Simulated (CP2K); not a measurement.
## A self-consistent single point of Ca3AsP (Pm-3m, 5 atoms in the cell) with CP2K

Computed with PBEsol, GPW, DZVP-MOLOPT-SR-GTH basis, GTH-PBE potentials (GTH_POTENTIALS) run with CP2K.

Input:

```
&GLOBAL
  PROJECT calc
  RUN_TYPE ENERGY_FORCE
  PRINT_LEVEL MEDIUM
&END GLOBAL
&FORCE_EVAL
  METHOD Quickstep
  STRESS_TENSOR ANALYTICAL
  &DFT
    BASIS_SET_FILE_NAME BASIS_MOLOPT
    POTENTIAL_FILE_NAME GTH_POTENTIALS
    &QS
      METHOD GPW
      EPS_DEFAULT 1E-10
    &END QS
    &MGRID
      CUTOFF 500
      REL_CUTOFF 50
      NGRIDS 5
    &END MGRID
    &SCF
      SCF_GUESS ATOMIC
      EPS_SCF 1E-6
      MAX_SCF 100
      ADDED_MOS 8
      &DIAGONALIZATION
        ALGORITHM STANDARD
      &END DIAGONALIZATION
      &MIXING
        METHOD BROYDEN_MIXING
        ALPHA 0.2
        NBUFFER 12
        BETA 1
      &END MIXING
      &SMEAR ON
        METHOD GAUSSIAN
        SIGMA [eV] 0.05
      &END SMEAR
    &END SCF
    &KPOINTS
      SCHEME MONKHORST-PACK 4 4 4
      GAMMA_CENTERED T
    &END KPOINTS
    &XC
      &XC_FUNCTIONAL
        &PBE
          PARAMETRIZATION PBESOL
        &END PBE
      &END XC_FUNCTIONAL
    &END XC
    &PRINT
      &MO
        EIGENVALUES T
        OCCUPATION_NUMBERS T
        NDIGITS 8
        FILENAME mo
        &EACH
          QS_SCF 0
        &END EACH
        ADD_LAST NUMERIC
      &END MO
      &MULLIKEN ON
      &END MULLIKEN
    &END PRINT
  &END DFT
  &SUBSYS
    &CELL
      A 5.42485000 0.00000000 0.00000000
      B 0.00000000 5.42485000 0.00000000
      C 0.00000000 0.00000000 5.42485000
      PERIODIC XYZ
    &END CELL
    &COORD
      SCALED
      Ca       0.00000000     0.50000000     0.50000000
      Ca       0.50000000     0.00000000     0.50000000
      Ca       0.50000000     0.50000000     0.00000000
      P        0.00000000     0.00000000     0.00000000
      As       0.50000000     0.50000000     0.50000000
    &END COORD
    &KIND Ca
      BASIS_SET DZVP-MOLOPT-SR-GTH
      POTENTIAL GTH-PBE-q10
    &END KIND
    &KIND P
      BASIS_SET DZVP-MOLOPT-SR-GTH
      POTENTIAL GTH-PBE-q5
    &END KIND
    &KIND As
      BASIS_SET DZVP-MOLOPT-SR-GTH
      POTENTIAL GTH-PBE-q5
    &END KIND
  &END SUBSYS
  &PRINT
    &FORCES ON
    &END FORCES
    &STRESS_TENSOR ON
    &END STRESS_TENSOR
  &END PRINT
&END FORCE_EVAL
```

Log, with long lists cut:

```
 GLOBAL| Method name                                                        CP2K
 GLOBAL| Project name                                                       calc
 GLOBAL| Run type                                                   ENERGY_FORCE

 CELL| Volume [angstrom^3]:                                           159.647897
 CELL| Vector a [angstrom]:       5.425     0.000     0.000   |a| =     5.424850
 CELL| Vector b [angstrom]:       0.000     5.425     0.000   |b| =     5.424850
 CELL| Vector c [angstrom]:       0.000     0.000     5.425   |c| =     5.424850
 CELL| Angle (b,c), alpha [degree]:                                    90.000000
 CELL| Angle (a,c), beta  [degree]:                                    90.000000
 CELL| Angle (a,b), gamma [degree]:                                    90.000000
 CELL| Numerically orthorhombic:                                             YES
 CELL| Periodicity                                                           XYZ

 DFT| Spin restricted Kohn-Sham (RKS) calculation                            RKS
 DFT| Multiplicity                                                             1
 DFT| Number of spin states                                                    1
 DFT| Charge                                                                   0
 DFT| XC density smoothing                                                  NONE
 DFT| XC derivatives                                                          PW

 QS| Method:                                                                 GPW
 QS| Density plane wave grid type                        NON-SPHERICAL FULLSPACE
 QS| Number of grid levels:                                                    5
 QS| Density cutoff [a.u.]:                                                250.0
 QS| Multi grid cutoff [a.u.]: 1) grid level                               250.0
   [... lines left out ...]
 BRILLOUIN| Wavefunction type                                            COMPLEX
 BRILLOUIN| List of Kpoints [2 Pi/Bohr]                                       36
 BRILLOUIN| Number           Weight            X              Y              Z
 BRILLOUIN|     1           0.03125       -0.25000       -0.25000       -0.25000
 BRILLOUIN|     2           0.03125       -0.25000       -0.25000        0.00000
 BRILLOUIN|     3           0.03125       -0.25000       -0.25000        0.25000
   [... 33 lines left out ...]
 *******************************************************************************

 Extrapolation method: initial_guess

 Re-scaling the density matrix to get the right number of electrons
                  # Electrons              Trace(P)               Scaling factor
                           40                40.000                        1.000

 Number of electrons:                                                         40
 Number of occupied orbitals:                                                 20
 Number of molecular orbitals:                                                28

 Number of orbital functions:                                                 68
 Number of independent orbital functions:                                     68
 SCF WAVEFUNCTION OPTIMIZATION

  Step     Update method      Time    Convergence         Total energy    Change
     1 NoMix/Diag. 0.20E+00      -     1.85475408      -123.3340494393 -1.23E+02
     2 Broy./Diag. 0.20E+00      -     0.04977529      -122.2502020934  1.08E+00
     3 Broy./Diag. 0.20E+00      -     0.15731863      -122.5358096540 -2.86E-01
     4 Broy./Diag. 0.20E+00      -     0.05371008      -122.7910470547 -2.55E-01
     5 Broy./Diag. 0.20E+00      -     0.01963303      -122.8802935964 -8.92E-02
     6 Broy./Diag. 0.20E+00      -     0.00946912      -122.9056066127 -2.53E-02
     7 Broy./Diag. 0.20E+00      -     0.00239697      -122.9191036583 -1.35E-02
   [... 3 lines left out ...]
    11 Broy./Diag. 0.20E+00      -     0.00008273      -122.9109168843 -2.36E-03
    12 Broy./Diag. 0.20E+00      -     0.00001854      -122.9111099496 -1.93E-04
    13 Broy./Diag. 0.20E+00      -     0.00000333      -122.9111234250 -1.35E-05
    14 Broy./Diag. 0.20E+00      -     0.00000287      -122.9111361011 -1.27E-05
    15 Broy./Diag. 0.20E+00      -     0.00000092      -122.9111536039 -1.75E-05
  *** SCF run converged in    15 steps ***

  Electronic density on regular grids:        -40.0000000000       -0.0000000000
  Core density on regular grids:               39.9999999968       -0.0000000032
  Total charge density on r-space grids:       -0.0000000033
  Total charge density g-space grids:          -0.0000000033

  Overlap energy of the core charge distribution:               0.00000000000018
  Self energy of the core charge distribution:               -246.95910326358072
  Core Hamiltonian energy:                                     57.26009223370779
  Hartree energy:                                              85.18906955677245
  Exchange-correlation energy:                                -18.40116092232489
  Smearing free energy correction:                             -0.00005120867817
  Fermi energy:                                                 0.15408605133691

  Total energy:                                              -122.91115360389914
  Total energy (extrapolated to sigma->0):                   -122.91112799956005

                     Mulliken Population Analysis

 #  Atom  Element  Kind  Atomic population                           Net charge
       1     Ca       1          9.629263                              0.370737
       2     Ca       1          9.629264                              0.370736
       3     Ca       1          9.629259                              0.370741
       4     P        2          5.614147                             -0.614147
       5     As       3          5.498066                             -0.498066
 # Total charge                             40.000000                 -0.000000

 ENERGY| Total FORCE_EVAL ( QS ) energy [hartree]           -122.911160029723533

 FORCES| Atomic forces [hartree/bohr]
 FORCES|   Atom     x               y               z               |f|
 FORCES|      1 -7.91197324E-11 -1.04182554E-13 -1.05615005E-13   7.91198715E-11
 FORCES|      2 -1.02917956E-13 -7.91242350E-11 -1.02935844E-13   7.91243689E-11
 FORCES|      3 -1.01736803E-13 -1.04119078E-13 -7.91269202E-11   7.91270541E-11
 FORCES|      4  1.91954440E-12  1.92052442E-12  1.91901908E-12   3.32501112E-12
 FORCES|      5 -2.17983901E-12 -2.17796073E-12 -2.17640274E-12   3.77252435E-12
 FORCES| Sum    -7.95846817E-11 -7.95899730E-11 -7.95928547E-11
 FORCES| Total atomic force                                       1.37852486E-10

 STRESS| Analytical stress tensor [bar]
 STRESS|                        x                   y                   z
 STRESS|      x       -5.48196194543E+03   1.33875495093E-06   1.33879077623E-06
 STRESS|      y        1.33875495093E-06  -5.48167097074E+03   1.33900377418E-06
 STRESS|      z        1.33879077623E-06   1.33900377418E-06  -5.48165357748E+03
 STRESS| 1/3 Trace                                            -5.48176216455E+03
```

The run converged in 15 iterations.

The starting cell comes from a database of computed structures (which also holds hypothetical and non-ambient phases and stackings), without a prior relaxation at this level. Values carry the incompleteness of an atom-centred basis. The potentials were made for another functional than the one used. The run gives no clean gap (levels at the Fermi energy touch, overlap or are partly filled at this smearing), which alone does not show that the compound is a metal.
